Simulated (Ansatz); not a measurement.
The reference is ZnO in the wurtzite structure (space group P6_3mc, No. 186; a = 3.230 Å, c = 5.214 Å).

Computed with Ansatz (a quantum-chemistry and plane-wave program), PBEsol, PAW, cutoff 420 eV, no spin-orbit coupling.

One change was made to it. Results:

```json
[
 {"quantity": "valence-band top at Γ (three highest levels, from the VBM)", "base": "0.00, 0.00, -0.10 eV", "after": "0.00, 0.00, -0.15 eV"},
 {"quantity": "band gap", "base": "0.70 eV", "after": "0.90 eV"},
 {"quantity": "electron mass", "base": "0.13 mₑ (at Γ)", "after": "0.17 mₑ (at Γ)"},
 {"quantity": "lattice parameter a", "base": "3.230 Å", "after": "3.071 Å"}
]
```

Task: Name the change that was made.
A) pressure 0.9 GPa
B) pressure 30 GPa
C) pressure −2 GPa
D) pressure −1 GPa

Result: B, pressure 30 GPa. For comparison, the band gap in the other runs: pressure −2 GPa gives 0.68 eV; pressure −1 GPa gives 0.69 eV; pressure 0.9 GPa gives 0.71 eV.

Load acts through the strain it causes; cell and atoms are relaxed under it. Masses are band curvatures over ±0.01 Å⁻¹ around the edge. No phonon test of stability was made. Measured, ZnO leaves this structure (for rock salt) near 9.1 GPa (temperature not stated; as listed in Datta, Sujoy, Jana, Debnarayan, arXiv (2020)), on rising pressure, with hysteresis.
